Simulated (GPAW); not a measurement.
Band structure of MoIr3 (P6_3/mmc, 8 atoms in the cell).

```
CELL_PARAMETERS angstrom
      5.50902     0.00000     0.00000
     -2.75451     4.77095     0.00000
      0.00000     0.00000     4.39795
ATOMIC_POSITIONS crystal
  Mo 0.33333 0.66667 0.25000
  Mo 0.66667 0.33333 0.75000
  Ir 0.83368 0.66735 0.25000
  Ir 0.16633 0.33265 0.75000
  Ir 0.16633 0.83368 0.75000
  Ir 0.83368 0.16633 0.25000
  Ir 0.33265 0.16633 0.25000
  Ir 0.66735 0.83368 0.75000
```

Method of the run: PBEsol, GPAW PAW datasets PBEsol (made by gpaw-setup) (plane waves; GPAW).

Settings: mode = pw; ecut = 550 eV; xc = PBEsol; kpts = 5 5 6; mesh shift (steps) = 0 0 0; occupations.name = fermi-dirac; occupations.width = 0.136 eV; nbands = -12; convergence.density = 1e-05 e/electron; symmetry.symmorphic = false; symmetry.tolerance = 0.0005; maxiter = 120; bandpath_npoints = 40.

The starting cell comes from a database of computed structures (which also holds hypothetical and non-ambient phases and stackings), without a prior relaxation at this level. Spin-orbit coupling is off. Spin polarisation is off.

Levels in eV from the Fermi level, bands 55 to 62:
```
point     55     56     57     58     59     60    61    62
-----  -----  -----  -----  -----  -----  -----  ----  ----
Γ      -1.92  -1.66  -0.10   0.64   1.08   1.09  1.20  1.20
M      -1.76  -1.68  -1.41  -1.04  -0.49  -0.47  0.03  0.29
K      -1.62  -1.62  -1.49  -0.85  -0.85   0.42  0.43  0.45
A      -0.63  -0.63   0.04   0.04   0.49   0.49  0.49  0.49
L      -1.67  -1.67  -1.63  -1.63  -0.10  -0.10  0.64  0.64
H      -1.85  -1.85  -1.57  -1.57   0.22   0.22  0.68  0.68
```

Bands cross the Fermi level along this path, so the cell is metallic at this level.
